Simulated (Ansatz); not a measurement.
Take NaF in the rock salt structure (space group Fm-3m, No. 225; a = 4.6291 Å) as the base. Axes: x, y, z lie along the cube axes.

Level of theory: PBEsol in Ansatz (plane waves to 420 eV, PAW, scalar-relativistic without spin-orbit coupling).

Base values:

```
Quantity                 Result
---------------  --------------
Band gap                6.20 eV
Electron mass    0.56 mₑ (at Γ)
Volume per atom        12.40 Å³
```

Now apply this change: compressive biaxial strain of 2.50 % in the plane normal to [001], as in epitaxy on a mismatched substrate; the out-of-plane cell vector and the atoms relax.

Question: Predict the new band gap.

Answer: The band gap goes up by 0.20 eV, from 6.20 eV to 6.40 eV.

Question: What happens to the electron mass?

Answer: The electron mass stays 0.56 mₑ (at Γ).

Question: Predict the new volume per atom.

Answer: The volume per atom falls by 0.48 Å³ to 11.92 Å³.

Effective masses come from finite differences of ±0.01 Å⁻¹. Whether these cells are dynamically stable was not tested.

Ansatz is an electronic-structure program.
